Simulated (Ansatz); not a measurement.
The parent structure is Li in the bcc (W type) structure (space group Im-3m, No. 229; a = 3.4343 Å).

Computed with PBEsol/PAW in Ansatz (a program for electronic structure), no spin-orbit coupling.

Before the change:

```
Quantity               Value
-------------------  -------
Lattice parameter a  3.434 Å
```

The change: a hydrostatic pressure of 10 GPa.

Task: How does this affect the lattice parameter a?

Result: The lattice parameter a decreases by 0.413 Å to 3.021 Å.

Load acts through the strain it causes; cell and atoms are relaxed under it. Whether these cells are dynamically stable was not tested. Measured, Li leaves this structure (for fcc) near 7.5 GPa (temperature not stated; as listed in Olga Degtyareva, NATO science for peace and security series. B, Physics and biophysics (2010)).
